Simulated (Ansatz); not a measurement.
**One Sb atom on a Si site, 3x3x3 cubic cells, neutral, without spin**

Geometry as solved with PBE, support functions at accuracy medium on the grid of 420 eV in Ansatz (an electronic-structure program).

```xyz
216
Lattice="16.41 0.00 0.00 0.00 16.41 0.00 0.00 0.00 16.41" Properties=species:S:1:pos:R:3 pbc="T T T"
Si     0.00     0.00     0.00
Si     1.37     1.37     1.37
Si     2.73     2.73     0.00
Si     4.10     4.10     1.36
Si     2.73     0.00     2.73
Si     4.10     1.36     4.10
Si     0.00     2.73     2.73
Si     1.36     4.10     4.10
Si    -0.01    -0.01     5.47
Si     1.36     1.36     6.84
Si     2.72     2.72     5.46
Si     4.07     4.07     6.85
Si     2.73     0.00     8.21
Si     4.10     1.36     9.57
Si     0.00     2.73     8.21
Si     1.36     4.10     9.57
Si     0.00     0.00    10.94
Si     1.37     1.37    12.31
Si     2.74     2.74    10.94
Si     4.10     4.10    12.31
Si     2.73     0.00    13.67
Si     4.10     1.37    15.04
Si     0.00     2.73    13.67
Si     1.37     4.10    15.04
Si    -0.01     5.47    -0.01
Si     1.36     6.84     1.36
Si     2.73     8.20     0.00
Si     4.10     9.57     1.36
Si     2.72     5.46     2.72
Si     4.07     6.85     4.07
Si     0.00     8.20     2.73
Si     1.36     9.57     4.10
Si     0.00     5.47     5.47
Si     1.36     6.84     6.84
Si     2.73     8.20     5.47
Si     4.07     9.61     6.82
Si     2.73     5.47     8.21
Si     4.07     6.82     9.61
Si     0.00     8.21     8.21
Si     1.36     9.57     9.57
Si     0.00     5.47    10.94
Si     1.36     6.84    12.32
Si     2.72     8.21    10.96
Si     4.10     9.57    12.31
Si     2.73     5.47    13.68
Si     4.10     6.84    15.04
Si    -0.01     8.21    13.68
Si     1.37     9.57    15.04
Si     0.00    10.94     0.00
Si     1.37    12.31     1.37
Si     2.73    13.67     0.00
Si     4.10    15.04     1.37
Si     2.74    10.94     2.74
Si     4.10    12.31     4.10
Si     0.00    13.67     2.73
Si     1.37    15.04     4.10
Si     0.00    10.94     5.47
Si     1.36    12.32     6.84
Si     2.73    13.68     5.47
Si     4.10    15.04     6.84
Si     2.72    10.96     8.21
Si     4.10    12.31     9.57
Si    -0.01    13.68     8.21
Si     1.37    15.04     9.57
Si     0.00    10.94    10.94
Si     1.37    12.31    12.31
Si     2.73    13.68    10.94
Si     4.10    15.04    12.31
Si     2.73    10.94    13.68
Si     4.10    12.31    15.04
Si     0.00    13.67    13.67
Si     1.37    15.04    15.04
Si     5.47    -0.01    -0.01
Si     6.84     1.36     1.36
Si     8.21     2.73     0.00
Si     9.57     4.10     1.36
Si     8.21     0.00     2.73
Si     9.57     1.36     4.10
Si     5.46     2.72     2.72
Si     6.85     4.07     4.07
Si     5.47    -0.01     5.47
Si     6.84     1.36     6.84
Si     8.21     2.73     5.47
Si     9.61     4.07     6.82
Si     8.21    -0.01     8.21
Si     9.57     1.36     9.57
Si     5.47     2.73     8.21
Si     6.82     4.07     9.61
Si     5.47     0.00    10.94
Si     6.84     1.36    12.32
Si     8.21     2.72    10.96
Si     9.57     4.10    12.31
Si     8.21    -0.01    13.68
Si     9.57     1.37    15.04
Si     5.47     2.73    13.68
Si     6.84     4.10    15.04
Si     5.47     5.47    -0.01
Si     6.84     6.84     1.36
Si     8.21     8.21    -0.01
Si     9.57     9.57     1.36
Si     8.21     5.47     2.73
Si     9.61     6.82     4.07
Si     5.47     8.20     2.73
Si     6.82     9.61     4.07
Si     5.34     5.34     5.34
Sb     6.84     6.84     6.84
Si     8.33     8.33     5.34
Si     9.61     9.61     6.85
Si     8.33     5.34     8.33
Si     9.61     6.85     9.61
Si     5.34     8.33     8.33
Si     6.85     9.61     9.61
Si     5.47     5.47    10.95
Si     6.84     6.84    12.32
Si     8.21     8.21    10.95
Si     9.57     9.57    12.31
Si     8.21     5.47    13.68
Si     9.57     6.84    15.04
Si     5.47     8.21    13.68
Si     6.84     9.57    15.04
Si     5.47    10.94     0.00
Si     6.84    12.32     1.36
Si     8.21    13.68    -0.01
Si     9.57    15.04     1.37
Si     8.21    10.96     2.72
Si     9.57    12.31     4.10
Si     5.47    13.68     2.73
Si     6.84    15.04     4.10
Si     5.47    10.95     5.47
Si     6.84    12.31     6.84
Si     8.21    13.68     5.47
Si     9.57    15.04     6.84
Si     8.21    10.95     8.21
Si     9.57    12.31     9.57
Si     5.47    13.68     8.21
Si     6.84    15.04     9.57
Si     5.46    10.96    10.96
Si     6.84    12.32    12.32
Si     8.21    13.68    10.94
Si     9.57    15.04    12.31
Si     8.21    10.94    13.68
Si     9.57    12.31    15.04
Si     5.47    13.68    13.68
Si     6.84    15.04    15.04
Si    10.94     0.00     0.00
Si    12.31     1.37     1.37
Si    13.68     2.73     0.00
Si    15.04     4.10     1.37
Si    13.68     0.00     2.73
Si    15.04     1.37     4.10
Si    10.94     2.74     2.74
Si    12.31     4.10     4.10
Si    10.94     0.00     5.47
Si    12.32     1.36     6.84
Si    13.68     2.73     5.47
Si    15.04     4.10     6.84
Si    13.68    -0.01     8.21
Si    15.04     1.37     9.57
Si    10.96     2.72     8.21
Si    12.31     4.10     9.57
Si    10.94     0.00    10.94
Si    12.31     1.37    12.31
Si    13.68     2.73    10.94
Si    15.04     4.10    12.31
Si    13.67     0.00    13.67
Si    15.04     1.37    15.04
Si    10.94     2.73    13.68
Si    12.31     4.10    15.04
Si    10.94     5.47     0.00
Si    12.32     6.84     1.36
Si    13.68     8.21    -0.01
Si    15.04     9.57     1.37
Si    13.68     5.47     2.73
Si    15.04     6.84     4.10
Si    10.96     8.21     2.72
Si    12.31     9.57     4.10
Si    10.95     5.47     5.47
Si    12.32     6.84     6.84
Si    13.68     8.21     5.47
Si    15.04     9.57     6.84
Si    13.68     5.47     8.21
Si    15.04     6.84     9.57
Si    10.95     8.21     8.21
Si    12.31     9.57     9.57
Si    10.96     5.46    10.96
Si    12.32     6.84    12.32
Si    13.68     8.21    10.94
Si    15.04     9.57    12.31
Si    13.68     5.47    13.68
Si    15.04     6.84    15.04
Si    10.94     8.21    13.68
Si    12.31     9.57    15.04
Si    10.94    10.94     0.00
Si    12.31    12.31     1.37
Si    13.67    13.67     0.00
Si    15.04    15.04     1.37
Si    13.68    10.94     2.73
Si    15.04    12.31     4.10
Si    10.94    13.68     2.73
Si    12.31    15.04     4.10
Si    10.96    10.96     5.46
Si    12.32    12.32     6.84
Si    13.68    13.68     5.47
Si    15.04    15.04     6.84
Si    13.68    10.94     8.21
Si    15.04    12.31     9.57
Si    10.94    13.68     8.21
Si    12.31    15.04     9.57
Si    10.94    10.94    10.94
Si    12.31    12.31    12.31
Si    13.68    13.67    10.94
Si    15.04    15.04    12.31
Si    13.68    10.94    13.67
Si    15.04    12.31    15.04
Si    10.94    13.67    13.67
Si    12.31    15.04    15.04
```
